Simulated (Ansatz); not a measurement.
**MoS2 in the 2H-MoS2 type structure (space group P6_3/mmc, No. 194; layered, stacked along the Cartesian z axis)**

```yaml
crystal:
  lattice:
    - [3.10903, 0.00000, 0.00000]
    - [-1.55452, 2.69250, 0.00000]
    - [0.00000, 0.00000, 11.70864]
  atoms:
    - { symbol: Mo, position: [0.33333, 0.66667, 0.25000] }
    - { symbol: Mo, position: [0.66667, 0.33333, 0.75000] }
    - { symbol: S, position: [0.33333, 0.66667, 0.61648] }
    - { symbol: S, position: [0.66667, 0.33333, 0.11648] }
    - { symbol: S, position: [0.66667, 0.33333, 0.38352] }
    - { symbol: S, position: [0.33333, 0.66667, 0.88352] }
```

All numbers come from plane-wave PAW DFT at the PBEsol-D3(BJ) level (Ansatz, an electronic-structure program, 420 eV), without spin-orbit coupling, earlier PAW set. k-mesh 12×12×3 (Γ-centred); smearing 0.05 eV (Fermi–Dirac).

| Property | Result |
|---|---|
| Volume per atom | 16.34 Å³ |
| Density | 5.42 g/cm³ |
| Band gap | 0.52 eV, indirect, Γ → K–Γ (44 % along) |
| Hole mass | 1.1 mₑ along c, 0.50 mₑ across |
| Total energy | -2223.787 eV/atom (σ→0; compares only within this code and set-up) |

Effective masses come from finite differences of ±0.01 Å⁻¹. Stability against distortions was not tested.
